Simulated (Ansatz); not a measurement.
Cubic perovskite KNiF3, treated with r²SCAN in Ansatz (hard PAW).

Numerical settings: plane-wave cutoff 1050 eV, 8×8×8 k mesh, Fermi–Dirac smearing 0.05 eV, magnetic order G, spin-polarised with opposed moments.

Computed at the level's own relaxed cell.

Problem. Give the computed equilibrium volume per atom, lattice constant a and band gap.

Solution. 
equilibrium volume per atom: 12.75 Å³/atom
lattice constant a: 3.995 Å
band gap: 3.32 eV (on the SCF k mesh)

Note: the magnetic order was assumed, not searched for or taken from measurement.

Static lattice: no zero-point or thermal effects.

Ansatz is a first-principles code.
